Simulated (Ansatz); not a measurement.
CsCl-type CoAl

Calculation: HSE06 (Ansatz, an electronic-structure program, PAW).

Run with plane-wave cutoff 500 eV, 10×10×10 k mesh, Fermi–Dirac smearing 0.1 eV, no spin polarisation, scalar-relativistic PAW data made under PBE.

Cell (relaxed at this level):

```cif
data_AlCo
_chemical_formula_sum 'Al1 Co1'
_space_group_name_H-M_alt 'P 1'
_space_group_IT_number 1
_cell_length_a 2.81003
_cell_length_b 2.81003
_cell_length_c 2.81003
_cell_angle_alpha 90.000
_cell_angle_beta 90.000
_cell_angle_gamma 90.000
loop_
_space_group_symop_operation_xyz
  'x, y, z'
loop_
_atom_site_label
_atom_site_type_symbol
_atom_site_fract_x
_atom_site_fract_y
_atom_site_fract_z
_atom_site_occupancy
Al1 Al 0.50000 0.50000 0.50000 1
Co1 Co 0.00000 0.00000 0.00000 1
```

```json
{
  "equilibrium_volume_per_atom": "11.09 Å³/atom",
  "lattice_constant_a": "2.810 Å"
}
```

Measured, for comparison: equilibrium volume per atom 11.71 Å³/atom, lattice constant a 2.861 Å (room temperature, not corrected to a static lattice; as tabulated in Yamada et al. (2019), arXiv:1910.09660). Computed (rounded) less measured: equilibrium volume per atom -5.3 %, lattice constant a -1.8 %. A static lattice is as a rule a little smaller and stiffer than an uncorrected measurement, which narrows the difference in the lattice constant a and would widen misses of the other sign.

Note: exact exchange on metals is sensitive to the k mesh and can open a false gap; the run warned that the count of filled bands differs between k points.

Computing time: around 10 core-minutes (rough).
